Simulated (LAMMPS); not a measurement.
Surface tension of liquid Al over temperature.

Method: classical MD, pair style eam/alloy, file NiAlH_jea.eam.alloy (LAMMPS).

```json
[
 {"T (K)": "930", "surface tension": "1.090 ± 0.007 N/m", "excess energy": "1.1 J/m²"},
 {"T (K)": "1070", "surface tension": "1.078 ± 0.006 N/m", "excess energy": "1.1 J/m²"},
 {"T (K)": "1260", "surface tension": "1.066 ± 0.009 N/m", "excess energy": "1.1 J/m²"}
]
```

Caution: the potential EAM-type NiAlH_jea.eam.alloy is made for Ni, Ni3Al and hydrogen in them.

The ± values are statistical; the model's systematic error is not in them.
